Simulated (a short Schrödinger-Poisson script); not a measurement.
Stack: MOS inversion layer, SiO2 on p-type Si(100), at 300 K.

| layer | material | thickness (nm) | Na (cm⁻³) |
|---|---|---|---|
| 1 | SiO2 | 3.6 | - |
| 2 | Si | 1000 | 1.8e17 |

The device is made up for the run: typed textbook-type constants, with dimensions and the other settings drawn at random. SiO2: permittivity 3.9, conduction-band edge (eV) 3.15, gap (eV) 9, electron mass (mₑ) 0.5. Si: permittivity 11.7, conduction-band edge (eV) 0, gap (eV) 1.124, Nv at 300 K (cm⁻³) 3.1e19.

Channel valleys (confinement mass, in-plane density-of-states mass, number): Δ2 0.916, 0.19, 2; Δ4 0.19, 0.417, 4. At the gate the conduction-band edge of layer 1 lies 3.36 eV − eVg above the Fermi level of the channel; the field vanishes at the back. Gaps are held at their typed values at every temperature. Mesh 0.03 nm at interfaces.

From a short Schrödinger-Poisson script (our own, NumPy): 1D Poisson equation in equilibrium, electrons classical, Boltzmann, parabolic valleys, classical holes, full ionisation, no traps, pinning or gate leakage.

The same stack at other levels of the model or other numerical settings:

```tsv
run	sheet density of all electrons at Vg = 2.7 V (cm⁻²)	sheet density of all electrons at Vg = 0.9 V (cm⁻²)	capacitance at Vg = 2.7 V (μF/cm²)	centroid of the channel electrons at Vg = 2.7 V (nm)	rough cost against the base
base	1.29e13	2.58e12	0.937	0.45	about 1
electrons treated as classical, Fermi-Dirac	1.26e13	2.54e12	0.910	0.67	6
electrons treated as quantum, Hartree	1.18e13	2.17e12	0.877	1.43	40
mesh six times as coarse	1.28e13	2.55e12	0.928	0.55	0.6
```

The classical rows ignore confinement, and Boltzmann statistics overrate the density once the band edge passes the Fermi level.
